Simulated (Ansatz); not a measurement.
# hypothetical ReO3 type CoCl3 with two functionals, uniaxial strain ε_xx = +2.00 %

Consider CoCl₃ in the ReO3 type structure (space group Pm-3m, No. 221; a = 4.659 Å; ferromagnetic; a hypothetical phase, not in the database extracts checked; relaxed with 0.1 eV smearing). Axes: x, y, z lie along the cube axes.

(Cell as relaxed with PBE.)

Levels (all Ansatz, an electronic-structure program, PAW): PBE (420 eV, scalar-relativistic without spin-orbit coupling); PBEsol (420 eV, scalar-relativistic without spin-orbit coupling).

Each level relaxes its own structure.

```json
[
 {"base": "volume per atom", "PBE": "25.28 Å³", "PBEsol": "23.71 Å³"},
 {"base": "lattice parameter a", "PBE": "4.659 Å", "PBEsol": "4.560 Å"},
 {"base": "band gap", "PBE": "zero", "PBEsol": "zero"},
 {"base": "largest site moment", "PBE": "2.00 μB", "PBEsol": "1.76 μB"}
]
```

Perturbation: the cell is stretched by 2.00 % along x with no lateral relaxation, atoms relaxed at fixed cell.

```tsv
quantity	PBE	PBEsol
pressure (mean of the normal stresses, compression positive)	-0.7 GPa	[?]
largest site moment	2.05 μB	[?]
magnetic state	ferromagnetic	[?]
```

Given the PBE results, estimate those of PBEsol.


- pressure (mean of the normal stresses, compression positive), PBEsol: -0.9 GPa
- largest site moment, PBEsol: 1.83 μB
- magnetic state, PBEsol: ferromagnetic

PBE's pressure lies 0.2 GPa above PBEsol's; PBE's largest site moment lies 0.228 μB above PBEsol's; the two agree on the magnetic state. Neither level is exact; PBEsol is the comparison here, not a measurement.

Stability against distortions was not tested. No Hubbard U is applied and the magnetic state is the run's own (CoCl3 ferromagnetic); other magnetic orders, which need larger cells, were not tried and can change the gap.
